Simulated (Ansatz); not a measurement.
Terminations of the (111) surface of fcc Pt, measured from the surface 'clean 1x1'. Atoms come from or go to: Ag: fcc Ag, Cu: fcc Cu, Hf: hcp Hf, Mo: bcc Mo, Pt: fcc Pt, Ru: hcp Ru, Sb: rhombohedral Sb, Ti: hcp Ti, Zr: hcp Zr. ΔE is the energy of forming the row's surface from that one (negative: more stable at these reservoirs); the vacuum level's shift is aligned on the shared bottom. No zero-point or thermal terms. These are constructed structures in small cells; real faces may alloy, dewet or reconstruct in larger ones, and not all known structures of the face are among them. Slabs of about 11 Å with all that they carry, Fermi-Dirac smearing of 0.1 eV. Bottom of the slabs: a bare face, its two planes held. Relaxed from the named starts with such symmetry as they have, on meshes of like density; energies extrapolated to zero smearing; no spin-orbit coupling, no U. Spin-polarised runs, if any, are marked in brackets, and their order is one that fits the cell; the others ran without spin. A dash marks a value that is undefined for that row (no clear gap, or no work function of a gapped slab) or was not read reliably on its mesh.

The numbers are results of PBE (plane waves to 420 eV, PAW; Ansatz, an electronic-structure program), not measurements.

| surface | atoms added per 1x1 | ΔE per 1x1 (eV) | shift of the vacuum level (eV) | work function (eV) |
|---|---|---|---|---|
| a pseudomorphic layer of Zr in the host's stacking | +1 Zr | ___ | -1.04 | 4.64 |
| a layer of Ru in place of the second plane | -1 Pt, +1 Ru | 0.05 | -0.45 | 5.26 |
| (√3x√3)R30° surface alloy, Sb on one Pt site of the top plane | -0.333 Pt, +0.333 Sb | ___ | -0.93 | 4.75 |
| top plane shifted to the other hollow | none | 0.06 | 0.02 | 5.72 |
| (√3x√3)R30° surface alloy, Ag on one Pt site of the top plane | +0.333 Ag, -0.333 Pt | ___ | -0.38 | 5.31 |
| a pseudomorphic layer of Hf in the host's stacking | +1 Hf | 0.00 | -1.02 | 4.66 |
| a pseudomorphic layer of Ti in the host's stacking | +1 Ti | -0.46 | -1.28 | 4.40 |
| a layer of Hf in place of the second plane | +1 Hf, -1 Pt | -1.50 | -1.20 | 4.52 |
| a pseudomorphic layer of Cu in the host's stacking | +1 Cu | -0.06 | -0.99 | 4.68 |
| a layer of Mo in place of the second plane | +1 Mo, -1 Pt | ___ | -1.06 | 4.67 |
| a layer of Zr in place of the second plane | -1 Pt, +1 Zr | -1.52 | -1.19 | 4.53 |
| a pseudomorphic layer of Ru in the other hollow | +1 Ru | ___ | -0.43 | 5.26 |

Question: Fill in the missing entries.

Answer: 
- a pseudomorphic layer of Zr in the host's stacking, ΔE per 1x1 (eV): -0.10
- (√3x√3)R30° surface alloy, Sb on one Pt site of the top plane, ΔE per 1x1 (eV): -0.50
- (√3x√3)R30° surface alloy, Ag on one Pt site of the top plane, ΔE per 1x1 (eV): -0.02
- a layer of Mo in place of the second plane, ΔE per 1x1 (eV): -0.72
- a pseudomorphic layer of Ru in the other hollow, ΔE per 1x1 (eV): 0.84
